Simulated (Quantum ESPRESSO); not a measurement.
Quantum ESPRESSO run on Ba2Cd2Sb3 (C2/m, 14 atoms in the cell): self-consistent single point.

Computed with LDA (PZ), GBRV 1.5 ultrasoft (LDA) pseudopotentials (plane waves; Quantum ESPRESSO).

```
Ba2Cd2Sb3
1.0
    9.16376    -2.44394     0.00000
    9.16376     2.44394     0.00000
   -8.11573     0.00000    10.86674
Ba Cd Sb
4 4 6
Direct
  0.26421   0.26421   0.66270
  0.73579   0.73579   0.33730
  0.39823   0.39823   0.05578
  0.60177   0.60177   0.94422
  0.04119   0.04119   0.31055
  0.95881   0.95881   0.68945
  0.40872   0.40872   0.34603
  0.59128   0.59128   0.65397
  0.07997   0.07997   0.12489
  0.92003   0.92003   0.87511
  0.15409   0.15409   0.80239
  0.84591   0.84591   0.19761
  0.38845   0.38845   0.54305
  0.61155   0.61155   0.45695
```

Reference input (self-consistent single point, DFT, LDA (PZ), plane waves, GBRV 1.5 ultrasoft (LDA) pseudopotentials): ecutwfc = 40 Ry; ecutrho = 200 Ry; occupations = smearing; smearing = fd; degauss = 0.0073499 Ry; potentials = {Ba: ba_lda_v1.uspp.F.UPF, Cd: cd_lda_v1.uspp.F.UPF, Sb: sb_lda_v1.4.uspp.F.UPF}; K_POINTS = automatic 4 4 2 0 0 0; conv_thr = 1e-10 Ry. This run's input differs from it in these lines:

```diff
@@ -12,4 +12,4 @@
  ntyp = 3,
- ecutwfc = 40,
- ecutrho = 200,
+ ecutwfc = 20,
+ ecutrho = 100,
  occupations = 'smearing',
```

Output (repeated stretches shortened):

```
     Self-consistent Calculation

     iteration #  1     ecut=    20.00 Ry     beta= 0.70

     negative rho (up, down):  4.368E-01 0.000E+00

     total energy              =   -1835.75353706 Ry
     estimated scf accuracy    <       7.47523661 Ry

     iteration #  2     ecut=    20.00 Ry     beta= 0.70

     negative rho (up, down):  4.408E-01 0.000E+00

     total energy              =   -1838.02480776 Ry
     estimated scf accuracy    <       1.61254434 Ry

     iteration #  3     ecut=    20.00 Ry     beta= 0.70

     negative rho (up, down):  4.412E-01 0.000E+00

     total energy              =   -1838.34244343 Ry
     estimated scf accuracy    <       0.34074105 Ry

   [... 10 blocks of this kind left out ...]

     iteration # 14     ecut=    20.00 Ry     beta= 0.70

     negative rho (up, down):  4.415E-01 0.000E+00

     total energy              =   -1838.44719392 Ry
     estimated scf accuracy    <          3.3E-10 Ry

     iteration # 15     ecut=    20.00 Ry     beta= 0.70

     negative rho (up, down):  4.415E-01 0.000E+00
     End of self-consistent calculation

     the Fermi energy is     8.2010 ev

!    total energy              =   -1838.44719392 Ry
     estimated scf accuracy    <          8.1E-11 Ry
     smearing contrib. (-TS)   =      -0.00341628 Ry
     internal energy E=F+TS    =   -1838.44377765 Ry

     convergence has been achieved in  15 iterations

     negative rho (up, down):  4.415E-01 0.000E+00

     Forces acting on atoms (cartesian axes, Ry/au):

     atom    1 type  1   force =    -0.00085413    0.00000000   -0.00232586
     atom    2 type  1   force =     0.00085413    0.00000000    0.00232586
     atom    3 type  1   force =    -0.00029487    0.00000000    0.00388952
     atom    4 type  1   force =     0.00029487    0.00000000   -0.00388952
     atom    5 type  2   force =    -0.00148061    0.00000000   -0.00013228
   [... lines left out ...]
     Total force =     0.018161     Total SCF correction =     0.000062
   [... lines left out ...]

     negative rho (up, down):  4.415E-01 0.000E+00
          total   stress  (Ry/bohr**3)                   (kbar)     P=    -1910.48
  -0.01301151   0.00000000   0.00000922        -1914.06        0.00        1.36
  -0.00000000  -0.01300049   0.00000000           -0.00    -1912.44        0.00
   0.00000922   0.00000000  -0.01294945            1.36        0.00    -1904.93

   JOB DONE.
```

The run converged in 15 iterations. Against the reference run the free energy goes up by 8.89 eV/atom, the pressure goes from -3.27 to -191.0 GPa and the largest force goes from 0.127 to 0.234 eV/Å.

The starting cell comes from a database of computed structures (which also holds hypothetical and non-ambient phases and stackings), without a prior relaxation at this level. At the lowered cutoff the pressure carries the error of an incomplete plane-wave basis. The run gives no clean gap (levels at the Fermi energy touch, overlap or are partly filled at this smearing), which alone does not show that the compound is a metal.

Cost on one core of a shared machine: roughly 10 min.
